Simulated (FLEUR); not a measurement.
**Short convergence ladders for Au (P-1, 2 atoms in the cell)**

```
CELL_PARAMETERS angstrom
      2.82957     0.00000     0.00000
     -0.01302     2.83428     0.00000
     -1.14359    -1.19134     4.94864
ATOMIC_POSITIONS crystal
  Au 0.33124 0.33829 0.73604
  Au 0.67286 0.66596 0.27406
```

Base method: LDA (Perdew-Zunger), all-electron FLAPW (FLEUR), scalar-relativistic valence.

Base settings: Kmax = 4.3 1/bohr; GmaxXC = 17.2 1/bohr; xcFunctional = pz; jspins = 1; l_soc = F; mode = hist; fermiSmearingEnergy = 0.00367493 Htr; mesh (inpgen div1-3) = 6 6 3; inpgen gamma flag = true; Gmax = 17.2 1/bohr.

Core times come from one kind of shared machine, to one figure; runs under 30 s give none.

**The k-point mesh**

The second cell is the first with its lattice scaled by 0.98.

Only quantities that move along the ladder and can be compared are tabulated.

These are the values that this program gave, and no reference: the default basis lacks the next d shell.

```csv
kpt_div,free energy less the last step's (meV/atom),energy of the compressed cell less the first (meV/atom),largest difference of a force vector from the last step's (eV/Å)
2 2 1,1540.72,29.98,1.160
3 3 2,21.40,-73.17,0.171
4 4 3,-0.32,-80.98,0.207
6 6 3,-60.97,-80.36,0.016
7 7 4,0.00,-69.99,0.000
```

Coarsest kpt_div that holds the energy of the compressed cell less the first within 2 meV/atom: not settled: the last two steps still differ by 10 meV/atom, over half the tolerance, so the ladder does not show it.

Coarsest kpt_div that holds the forces within 0.02 eV/Å: not settled: the last two steps still differ by 0.016 eV/Å, over half the tolerance, so the ladder does not show it.

Coarsest kpt_div that holds the free energy within 5 meV/atom: not settled: the last two steps still differ by 61 meV/atom, over half the tolerance, so the ladder does not show it.

**Shifted k-point meshes**

In this ladder: kpt_gamma = false.

Only quantities that move along the ladder and can be compared are tabulated.

These are the values that this program gave, and no reference: the default basis lacks the next d shell.

| kpt_div | free energy less the last step's (meV/atom) | largest difference of a force vector from the last step's (eV/Å) | core time / last (rough) |
|---|---|---|---|
| 2 2 2 | -904.11 | 0.313 | – |
| 4 4 2 | 52.63 | 0.148 | 0.2 |
| 6 6 4 | 22.79 | 0.035 | 0.6 |
| 8 8 4 | 0.00 | 0.000 | 1 |

Coarsest kpt_div that holds the forces within 0.02 eV/Å: not settled: the last two steps still differ by 0.035 eV/Å, over half the tolerance, so the ladder does not show it.

Coarsest kpt_div that holds the free energy within 5 meV/atom: not settled: the last two steps still differ by 23 meV/atom, over half the tolerance, so the ladder does not show it.

On the base run: the starting cell comes from a database of computed structures (which also holds hypothetical and non-ambient phases and stackings), without a prior relaxation at this level. Its lattice was rescaled by up to half a per cent. One atom was moved a little off its site on purpose. Values depend on the basis (sphere radii, cutoffs, local orbitals), which need not be converged.
